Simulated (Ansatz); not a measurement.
Pressure series in hypothetical bcc (W type) B

The reference is B in the bcc (W type) structure (space group Im-3m, No. 229; a hypothetical phase, not in the database extracts checked).

```yaml
crystal:
  lattice:
    - [-1.15333, 1.15333, 1.15333]
    - [1.15333, -1.15333, 1.15333]
    - [1.15333, 1.15333, -1.15333]
  atoms:
    - { symbol: B, position: [0.00000, 0.00000, 0.00000] }
```

Cell and atoms are relaxed at each pressure.

Calculations: PBE, PAW, 420 eV (Ansatz, an electronic-structure program; no spin-orbit coupling).

| P (GPa) | V (Å³/atom) |
|---|---|
| -1.99 | 6.190 |
| -0.99 | 6.163 |
| 0.30 | 6.129 |
| 0.70 | 6.118 |
| 1.50 | 6.098 |
| 2.99 | 6.060 |
| 4.99 | 6.012 |
| 7.49 | 5.954 |
| 9.99 | 5.899 |

Question: Fit a third-order Birch–Murnaghan equation of state.

Answer: Least squares on P(V) = (3B₀/2)[(V₀/V)^(7/3) − (V₀/V)^(5/3)]·[1 + (3/4)(B₀′ − 4)((V₀/V)^(2/3) − 1)] gives V₀ = 6.14 Å³/atom, B₀ = 233 GPa and B₀′ = 4.2.

Load acts through the strain it causes; cell and atoms are relaxed under it. Stability against distortions was not tested. Competing high-pressure phases were not computed.
